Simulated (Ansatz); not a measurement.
A self-consistent single point of AgO (P2_1/c, 8 atoms in the cell) with Ansatz (a program for electronic structure)

Method: LDA (PW92), default PAW files made with PBE (plane waves; Ansatz).

The input file:

Ansatz 0.2 input:
```yaml
# AgO
crystal:
  lattice:
    - [5.779838, 0.000000, 0.000000]
    - [0.000000, 3.513707, 0.000000]
    - [-1.640766, 0.000000, 5.267765]
  atoms:
    - { symbol: Ag, position: [0.000000, 0.500000, 0.500000] }
    - { symbol: Ag, position: [0.000000, 0.000000, 0.000000] }
    - { symbol: Ag, position: [0.500000, 0.500000, 0.000000] }
    - { symbol: Ag, position: [0.500000, 0.000000, 0.500000] }
    - { symbol: O, position: [0.707590, 0.165930, 0.280240] }
    - { symbol: O, position: [0.292410, 0.834070, 0.719760] }
    - { symbol: O, position: [0.292410, 0.665930, 0.219760] }
    - { symbol: O, position: [0.707590, 0.334070, 0.780240] }
basis:
  ecutwfc: 420.0
kpoints:
  mp_grid:
    grid: [5, 7, 5]
hamiltonian:
  xc: lda
  pseudopotentials:
    kind: paw
scf:
  occupations:
    method: fermi_dirac
    width: 0.1
output:
  forces: true
  eigenvalues: true
  stress: true
```

Output (repeated stretches shortened):

```
WARN ansatz: RAYON_NUM_THREADS=1 ignored (pool sized by the plan → 1); use --threads N
Pseudopotentials: kind: paw
Pseudopotential: Ag, paw, valence charge 19
Pseudopotential: O, paw, valence charge 6
Crystal: 8 atoms, lattice volume = 106.981 Å³
Basis set: ecut = 420 eV, 2077 PW (Γ)
Bands: 60, of which v1, the nominal top of the filled ones, is band 50 counted from 1 (49 counted from 0)
Symmetry: 4 space group operations
Space group: P21/c (ITA 14), of the structure as read, at distance tolerance 4.7e-5 Å
k-points: 52 of 175
PAW frozen core: Ag, regenerated for the run's functional, and the local potential with it
PAW frozen core: O, regenerated for the run's functional, and the local potential with it
Initial density: superposition of atomic densities (neutral atoms: chi_scale 0, normalization atom), corrected by the library's trained network
Initial wavefunctions: pseudopotential atomic-orbital guess
Eigensolver: davidson
Functional: x = slater, c = lda
SCF iter   1: F=—  HF=-32044.177691 eV  |F-HF|=—  |Δ(HF+E_count)|=         —  Δρ=2.08e-2  dr2=4.16e-1  ethr=1.77e-3  ⟨swp⟩=5.5  Hψ=10014  notcnv=0  defer=107
all-band conjugate gradients solve this SCF's bands
preconditioner: auto → Kerker (q_TF=auto, 2.698 Å⁻¹)
SCF iter   2: F=—  HF=-32044.084689 eV  |F-HF|=—  |Δ(HF+E_count)|=   9.30e-2  Δρ=8.98e-3  dr2=9.42e-2  ethr=4.16e-4  ⟨swp⟩=3.0  Hψ=5420  notcnv=0  defer=133
SCF iter   3: F=—  HF=-32044.059389 eV  |F-HF|=—  |Δ(HF+E_count)|=   2.53e-2  Δρ=2.08e-3  dr2=8.00e-3  ethr=9.42e-5  ⟨swp⟩=2.2  Hψ=4453  notcnv=0  defer=133
SCF iter   4: F=—  HF=-32044.057580 eV  |F-HF|=—  |Δ(HF+E_count)|=   1.81e-3  Δρ=6.44e-4  dr2=1.17e-3  ethr=8.00e-6  ⟨swp⟩=1.1  Hψ=2988  notcnv=0  defer=133
SCF iter   5: F=—  HF=-32044.057336 eV  |F-HF|=—  |Δ(HF+E_count)|=   2.44e-4  Δρ=2.23e-4  dr2=1.80e-4  ethr=1.17e-6  ⟨swp⟩=1.5  Hψ=3312  notcnv=0  defer=133
SCF iter   6: F=—  HF=-32044.057298 eV  |F-HF|=—  |Δ(HF+E_count)|=   3.80e-5  Δρ=8.08e-5  dr2=2.00e-5  ethr=1.80e-7  ⟨swp⟩=2.3  Hψ=4183  notcnv=0  defer=133
SCF iter   7: F=—  HF=-32044.057329 eV  |F-HF|=—  |Δ(HF+E_count)|=   3.16e-5  Δρ=2.72e-5  dr2=1.51e-6  ethr=2.00e-8  ⟨swp⟩=2.4  Hψ=4413  notcnv=0  defer=133
SCF iter   8: F=-32044.057329 eV  HF=-32044.057329 eV  |F-HF|=4.28e-8  |Δ(HF+E_count)|=   2.42e-7  Δρ=1.03e-5  dr2=9.60e-8  ethr=1.00e-10  ⟨swp⟩=8.2  Hψ=13155  notcnv=0
SCF 1 converged in 8 iterations: F = -32044.057329 eV  dr2 = 9.60e-8
SCF converged after 8 iterations
Free energy (F): -32044.057329 eV
Harris-Foulkes:  -32044.057329 eV  (|F-HF|=4.28e-8)
Internal energy: -32044.015213 eV  (E = F + TS)
E sigma→0 (E₀):  -32044.036271 eV
Entropy (-TS):   -0.042116 eV (-5.264 meV/atom)
Fermi energy:    11.568825 eV
--- Per-component energies (eV) ---
  E_band       = -1246.569706
  E_kinetic    = 2787.874534
  E_local      = -11307.091190  (includes V_loc(G=0)·N_el)
  E_nonlocal   = 549.067945
  E_hartree    = 4907.442313
  E_xc         = -1017.150570
  E_vxc        = -1301.391750  (∫ρ·V_xc dr)
  E_paw        = -15663.371510  (= ΣΔE_a)
  E_vpaw       = -1789.925120  (= ΣTr[D̂ρ^β])
  E_aug_tail   = 0.010747  (compensation charges beyond the density's cutoff)
  E_ewald      = -12304.084397
  E_core_change = 3.286916  (= ΣΔE_core)
  E_smearing   = -0.042116  (= −TS)
  E_closure    = -0.000000  (closes the sum)
  Σ components = -32044.057329   (vs F -32044.057329, Δ=0.00e0)
--- Forces (eV/Å), atoms counted from 1 ---
  atom   1  Ag     0.00000000     0.00000000     0.00000000
  atom   2  Ag     0.00000000     0.00000000     0.00000000
  atom   3  Ag     0.00000000     0.00000000     0.00000000
  atom   4  Ag     0.00000000     0.00000000     0.00000000
  atom   5  O      0.03114470     0.24448827     0.12969385
  atom   6  O     -0.03114470    -0.24448827    -0.12969385
  atom   7  O     -0.03114470     0.24448827    -0.12969385
  atom   8  O      0.03114470    -0.24448827     0.12969385
  max |Σ_I F_I| component: 2.78e-17 eV/Å
--- Stress (GPa, compression-positive) ---
       -7.079147      -0.000000      -0.980083
       -0.000000      -5.342859      -0.000000
       -0.980084      -0.000000      -6.780027
  P = ⅓ Tr σ = -6.4007 GPa (-64.007 kbar)
  The stress holds the Pulay correction. Without it, at fixed plane waves, as pw.x and ABINIT print it: P = -7.0392 GPa
--- Band table (eV; the first three rows and the last of 52) ---
  k-point 0: bands = ["-80.4628", "-80.4610", "-78.8523", "-78.8506", "-44.1866", "-44.1815", "-44.1726", "-44.1569", "-43.5935", "-43.5878", "-42.5074", "-42.5069", "-42.3854", "-42.3786", "-42.3508", "-42.3434", "-6.9212", "-6.1353", "-5.9047", [...]
  k-point 1: bands = ["-80.4626", "-80.4611", "-78.8521", "-78.8508", "-44.1838", "-44.1807", "-44.1735", "-44.1597", "-43.5929", "-43.5884", "-42.5073", "-42.5069", "-42.3844", "-42.3788", "-42.3506", "-42.3446", "-6.8309", "-6.1200", "-5.9531", [...]
  k-point 2: bands = ["-80.4622", "-80.4616", "-78.8517", "-78.8512", "-44.1784", "-44.1765", "-44.1756", "-44.1671", "-43.5915", "-43.5898", "-42.5071", "-42.5069", "-42.3820", "-42.3799", "-42.3495", "-42.3473", "-6.5850", "-6.2616", "-6.0472", [...]
  k-point 51: bands = ["-80.4618", "-80.4615", "-78.8514", "-78.8511", "-44.1824", "-44.1801", "-44.1715", "-44.1669", "-43.5948", "-43.5938", "-42.5090", "-42.5088", "-42.3849", "-42.3838", "-42.3495", "-42.3479", "-6.4225", "-6.2970", "-5.9201", [...]
```

The run converged in 8 iterations.

The starting cell comes from a database of computed structures (which also holds hypothetical and non-ambient phases and stackings), without a prior relaxation at this level. Its lattice was rescaled by up to half a per cent. With a pressure of about -6 GPa the cell is away from its equilibrium volume at this level. Ansatz's pressure includes its estimate of the finite-basis (Pulay) stress. Without the estimate this run gives -7.04 GPa. A gap is left out here, as mesh or smearing make it unsure.
